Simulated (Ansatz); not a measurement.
**Ir: response to strain**

Take Ir in the fcc (Cu type) structure (space group Fm-3m, No. 225; a = 3.831 Å; relaxed with 0.1 eV smearing) as the base. Axes: x, y, z lie along the cube axes.

Strains are applied to the cell and any free atomic positions relax; under biaxial strain the out-of-plane vector relaxes too.

Method: DFT with PBEsol, PAW potentials and a 420 eV plane-wave cutoff in Ansatz (a first-principles code), without spin-orbit coupling.

Notes on the quantities. in-plane stress: mean in-plane stress (compression positive); energy relative to the base: free energy F.

```tsv
change	in-plane stress	ratio −ε⊥/ε∥	energy relative to the base
base	–	–	0 meV/atom
biaxial strain −3.00 %, plane normal [001], relaxed out of plane	+24.2 GPa	0.83	+60 meV/atom
biaxial strain −1.50 %, plane normal [001], relaxed out of plane	+11.2 GPa	0.81	+14 meV/atom
biaxial strain −0.50 %, plane normal [001], relaxed out of plane	+3.6 GPa	–	+1.5 meV/atom
biaxial strain +0.50 %, plane normal [001], relaxed out of plane	-3.4 GPa	–	+1.5 meV/atom
biaxial strain +1.00 %, plane normal [001], relaxed out of plane	-6.6 GPa	0.79	+5.9 meV/atom
biaxial strain +1.50 %, plane normal [001], relaxed out of plane	-9.6 GPa	0.79	+13 meV/atom
biaxial strain +2.00 %, plane normal [001], relaxed out of plane	-12.5 GPa	0.79	+23 meV/atom
biaxial strain +2.50 %, plane normal [001], relaxed out of plane	-15.2 GPa	0.78	+35 meV/atom
biaxial strain +3.00 %, plane normal [001], relaxed out of plane	?	0.78	?
```

**Question.** Complete the table.

**Answer.** 
- biaxial strain +3.00 %, plane normal [001], relaxed out of plane, in-plane stress: -17.8 GPa
- biaxial strain +3.00 %, plane normal [001], relaxed out of plane, energy relative to the base: +50 meV/atom

Whether these cells are dynamically stable was not tested. All final runs are without spin polarisation.
